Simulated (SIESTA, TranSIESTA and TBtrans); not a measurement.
Run with TranSIESTA and TBtrans (open boundaries, self-consistent; PseudoDojo norm-conserving potentials, scalar-relativistic): Spin polarized, PAO.BasisSize DZP, PAO.EnergyShift 0.15 eV, XC.Authors PBE, Mesh.Cutoff 200 Ry, ElectronicTemperature 300 K, TS.Voltage 0.0 eV, TBT.Elecs.Eta 0.001 eV.

System: Fe chain with one Al atom in place of Fe. Leads: straight Fe chain, spacing 2.385 Å. Geometry: 3 atoms about the centre moved by SIESTA (PBE, DZP) to a largest force of 0.02 eV/Å, all others as built, motion along the axis alone.

Task: Give the largest eigenchannel transmissions at the Fermi level (four at most) and the total.

Result: Up: 0.96 (total 0.96); down: 0.92, 0.92, 0.85 (total 2.69). The magnetic order of the leads was set by the start, and no other order was tried; the separate lead runs end at 3.46 (left) and 3.46 (right) μB an atom. The straight chain is held at its spacing; free chains may zigzag or dimerise.
